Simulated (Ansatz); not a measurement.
## Hypothetical anti-perovskite Cs3AuS, pressure series

The reference is Cs3AuS in the anti-perovskite structure (space group Pm-3m, No. 221; a hypothetical phase, not in the database extracts checked).

```yaml
crystal:
  lattice:
    - [6.54177, 0.00000, 0.00000]
    - [0.00000, 6.54177, 0.00000]
    - [0.00000, 0.00000, 6.54177]
  atoms:
    - { symbol: Cs, position: [0.00000, 0.50000, 0.50000] }
    - { symbol: Cs, position: [0.50000, 0.00000, 0.50000] }
    - { symbol: Cs, position: [0.50000, 0.50000, 0.00000] }
    - { symbol: Au, position: [0.00000, 0.00000, 0.00000] }
    - { symbol: S, position: [0.50000, 0.50000, 0.50000] }
```

Cell and atoms are relaxed at each pressure.

Level of theory: PBEsol (Ansatz, an electronic-structure program, PAW, no SOC).

Computed cases, in order: pressure −1 GPa; 0 GPa (base); pressure 0.3 GPa; pressure 0.7 GPa; pressure 1.5 GPa; pressure 3 GPa; pressure 5 GPa; pressure 7.5 GPa; pressure 10 GPa.

### Question
Between which two neighbouring cases does the band gap open or close?

### Answer
Between pressure 5 GPa (0.25 eV) and pressure 7.5 GPa (zero). The whole series: pressure −1 GPa: 1.25 eV; 0 GPa (base): 1.03 eV; pressure 0.3 GPa: 0.97 eV; pressure 0.7 GPa: 0.90 eV; pressure 1.5 GPa: 0.76 eV; pressure 3 GPa: 0.52 eV; pressure 5 GPa: 0.25 eV; pressure 7.5 GPa: zero; pressure 10 GPa: zero.

A case with no gap was solved on a k-mesh chosen for an insulator, which is coarse for it. With Au present, leaving out spin-orbit coupling can change the band edges. Load acts through the strain it causes; cell and atoms are relaxed under it. No phonon test of stability was made. Competing high-pressure phases were not computed. The final runs are not spin-polarised. A zero or small gap of Cs3AuS under pressure 5 GPa, Cs3AuS under pressure 7.5 GPa and Cs3AuS under pressure 10 GPa can be the functional's error rather than a property of the material.
